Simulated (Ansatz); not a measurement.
**TiPt3: response to strain**

Base system: TiPt3 in the Cu3Au type structure (space group Pm-3m, No. 221; a = 3.900 Å; relaxed with 0.1 eV smearing).

Strains are applied to the cell and any free atomic positions relax.

Computed with DFT with PBEsol, PAW potentials and a 420 eV plane-wave cutoff in Ansatz (a first-principles code), no SOC.

```json
[
 {"isotropic strain (%)": "-3", "pressure (GPa)": "30.5"},
 {"isotropic strain (%)": "-2.4", "pressure (GPa)": "23.2"},
 {"isotropic strain (%)": "-1.8", "pressure (GPa)": "16.6"},
 {"isotropic strain (%)": "-1.2", "pressure (GPa)": "?"},
 {"isotropic strain (%)": "-0.6", "pressure (GPa)": "5.0"},
 {"isotropic strain (%)": "0", "pressure (GPa)": "0.0"}
]
```

Fit P = P₀ − Bδ + Cδ² with δ = (1 + ε)³ − 1 to the rows shown and predict the withheld row.

Least squares on the printed values gives P₀ = 0.0 GPa, B = 256 GPa, C = 1060 GPa (largest residual 0.1 GPa); this predicts 10.5 GPa, and the run gives 10.5 GPa, in agreement.

Stability against distortions was not tested. All final runs are without spin polarisation.
